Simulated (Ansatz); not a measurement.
Consider SiO2 in the rutile structure (space group P4_2/mnm, No. 136; a = 4.236 Å, c = 2.690 Å). Axes: x, y, z lie along a, b, c of the conventional cell.

Method: PBE (Ansatz, a program for electronic structure; PAW; 420 eV plane waves; no spin-orbit coupling).

Strains are applied to the cell and any free atomic positions relax; under biaxial strain the out-of-plane vector relaxes too.

One change was made to it. Results:

| quantity | base | after |
|---|---|---|
| hole mass | 1.9 mₑ along c, 1.1 mₑ across (at Γ) | 2.9 mₑ out of plane, 1.2 mₑ in plane (at Γ) |
| electron mass | 0.36 mₑ along c, 0.45 mₑ across (at Γ) | 0.36 mₑ out of plane, 0.42 mₑ in plane (at Γ) |
| shortest interatomic distance | 3.352 bohr | 3.337 bohr |
| pressure (mean of the normal stresses, compression positive) | 0.01 GPa | -7.11 GPa |

Which change produced these results?
A. biaxial strain +0.60 %, plane normal [001], relaxed out of plane
B. biaxial strain +1.80 %, plane normal [001], relaxed out of plane
C. biaxial strain +3.00 %, plane normal [001], relaxed out of plane
D. biaxial strain +2.40 %, plane normal [001], relaxed out of plane

C, biaxial strain +3.00 %, plane normal [001], relaxed out of plane. For comparison, the electron mass in the other runs: biaxial strain +2.40 %, plane normal [001], relaxed out of plane gives 0.37 mₑ out of plane, 0.43 mₑ in plane (at Γ); biaxial strain +0.60 %, plane normal [001], relaxed out of plane gives 0.36 mₑ out of plane, 0.44 mₑ in plane (at Γ); biaxial strain +1.80 %, plane normal [001], relaxed out of plane gives 0.36 mₑ out of plane, 0.43 mₑ in plane (at Γ).

The levels and masses belong to the bands next to the band gap. Masses are band curvatures over ±0.01 Å⁻¹ around the edge. Whether these cells are dynamically stable was not tested.
